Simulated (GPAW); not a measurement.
GPAW run on CaCd₂ (Imma, 6 atoms in the cell): self-consistent single point.

Method: PBEsol, GPAW PAW datasets PBEsol (made by gpaw-setup) (plane waves; GPAW).

```xyz
6
Lattice="-2.4689 3.7888 4.1979 2.4689 -3.7888 4.1979 2.4689 3.7888 -4.1979" Properties=species:S:1:pos:R:3 pbc="T T T"
Ca     0.0000     1.8944     4.5459
Ca     2.4689     1.8944    -0.3480
Cd     0.0000     3.4260     1.3815
Cd     2.4689     0.3628     2.8164
Cd     0.0000     0.3628     1.3815
Cd     2.4689     3.4260     2.8164
```

Reference input (self-consistent single point, DFT LDA (Perdew-Wang 92), plane waves, GPAW PAW datasets LDA (gpaw-data 1.0.1)): mode = pw; ecut = 550 eV; xc = LDA; kpts = 4 4 4; mesh shift (steps) = 0 0 0; occupations.name = fermi-dirac; occupations.width = 0.1 eV; nbands = -12; convergence.forces = 0.001 eV/Å; symmetry.symmorphic = false; symmetry.tolerance = 0.0005; maxiter = 120. This run's input differs from it in these lines:

```diff
@@ -17,3 +17,3 @@
 calc = GPAW(mode=PW(550),
-            xc='LDA',
+            xc='PBEsol',
             kpts={'size': (4, 4, 4), 'gamma': True},
```

Its files differ too (potentials: GPAW PAW datasets PBEsol (made by gpaw-setup)).

Output, abridged:

```
     iter     time        total  log10-change:
                         energy   eigst   dens  force
iter:   1 --:--:--   -12.202750
iter:   2 --:--:--   -12.600346   -0.80  -1.44
iter:   3 --:--:--   -12.523256   -1.71  -1.47
iter:   4 --:--:--   -12.206842   -1.41  -1.51
iter:   5 --:--:--   -12.581394   -1.92  -1.89
iter:   6 --:--:--   -12.140168   -2.05  -1.94
iter:   7 --:--:--   -12.122038   -2.97  -2.44
iter:   8 --:--:--   -12.119317c  -3.55  -2.54
iter:   9 --:--:--   -12.114460c  -3.42  -2.85
iter:  10 --:--:--   -12.114203c  -5.15  -3.32
iter:  11 --:--:--   -12.114935c  -4.38  -3.33
iter:  12 --:--:--   -12.114235c  -4.61  -3.47
iter:  13 --:--:--   -12.114294c  -5.97  -3.77
iter:  14 --:--:--   -12.114307c  -6.39  -3.86
iter:  15 --:--:--   -12.114240c  -6.40  -3.96
iter:  16 --:--:--   -12.114245c  -7.34  -4.03c
iter:  17 --:--:--   -12.114187c  -6.21  -4.07c
iter:  18 --:--:--   -12.114190c  -6.89  -4.28c
iter:  19 --:--:--   -12.114189c  -8.20c -4.46c
iter:  20 --:--:--   -12.114184c  -7.41c -4.49c -2.75
iter:  21 --:--:--   -12.114185c  -8.87c -4.75c -3.53c
Converged after 21 iterations.

Dipole moment: (0.000000, 0.000000, 0.000000) |e|*Ang

Energy contributions relative to reference atoms: (reference = -645384.346557)

Kinetic:         +5.699842
Potential:       +2.987248
External:        +0.000000
XC:             -20.208123
Entropy (-ST):   -0.132309
Local:           -0.526997
SIC:             +0.000000
--------------------------
Free energy:    -12.180339
Extrapolated:   -12.114185

Showing only first 2 kpts
 Kpt  Band  Eigenvalues  Occupancy
  0    32      5.16388    1.99188
  0    33      5.73399    0.90084
  0    34      5.90431    0.25972
  0    35      6.25948    0.00852

  1    32      3.87456    2.00000
  1    33      4.72920    1.99989
  1    34      5.47128    1.83790
  1    35      5.94209    0.18559

Fermi level: 5.71409

No gap
   [... lines left out ...]
  0 Ca    0.00000   -0.00000   -0.01580
  1 Ca    0.00000   -0.00000    0.01580
  2 Cd    0.00000    0.02553   -0.00057
  3 Cd    0.00000   -0.02553    0.00057
  4 Cd    0.00000   -0.02553   -0.00057
  5 Cd    0.00000    0.02553    0.00057

Stress tensor:
     0.012352     0.000000     0.000000
     0.000000     0.010568     0.000000
     0.000000     0.000000     0.011481
Stress (GPa, Voigt): [1.979  1.6932 1.8395 0.     0.     0.    ]
```

The run converged in 21 iterations. GPAW prints stress with tension positive. Against the reference run the pressure goes from -4.07 to -1.84 GPa and the largest force goes from 0.038 to 0.026 eV/Å.

The starting cell comes from a database of computed structures (which also holds hypothetical and non-ambient phases and stackings), without a prior relaxation at this level.

Cost on one core of a shared machine: roughly 70 s.
